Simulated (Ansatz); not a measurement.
Consider MgTe in the wurtzite structure (space group P6_3mc, No. 186; a = 4.561 Å, c = 7.413 Å).

Method: PBEsol (Ansatz, a first-principles code), scalar-relativistic without spin-orbit coupling, earlier PAW set.

For the base:

The volume per atom is 33.38 Å³ and the smallest direct gap is 2.39 eV.

The change: cell and atoms relaxed at a pressure of 9 GPa.

Q: What happens to the volume per atom and smallest direct gap?

A: The volume per atom decreases by 5.33 Å³ to 28.05 Å³; the smallest direct gap goes up by 0.80 eV, from 2.39 eV to 3.19 eV.

With Te present, leaving out spin-orbit coupling can change the band edges. Load acts through the strain it causes; cell and atoms are relaxed under it. No phonon test of stability was made. Tetrahedral semiconductors of this kind turn to denser phases somewhere between about 1 and 50 GPa; those were not computed, so compressed cells here can lie past the real transition.
